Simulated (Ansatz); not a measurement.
# ZnCu in the CsCl type structure (space group Pm-3m, No. 221)

ZnCu is taken in the cubic space group Pm-3m (No. 221), the CsCl type structure, Pearson symbol cP2. Conventional cell: a = 2.908 Å, b = 2.908 Å, c = 2.908 Å, α = 90.00°, β = 90.00°, γ = 90.00°. Zn on 1b has 8 Cu at 2.519 Å and 6 Zn at 2.908 Å. Cu on 1a is surrounded by 8 Zn at 2.519 Å and 6 Cu at 2.908 Å. (Neighbours: up to the widest gap in distance over summed covalent radii, below 1.35, at either atom.)

Method: PBEsol (Ansatz, a quantum-chemistry and plane-wave program; PAW; 420 eV plane waves; scalar-relativistic without spin-orbit coupling). Settings: 16×16×16 k-points, 0.05 eV Fermi–Dirac smearing.

* **Volume per atom**: 12.30 Å³
* **Density**: 8.71 g/cm³
* **Band gap**: zero
* **Total energy**: -4934.941 eV/atom (σ→0; compares only within this code and set-up)

Whether these cells are dynamically stable was not tested. The final runs are not spin-polarised.
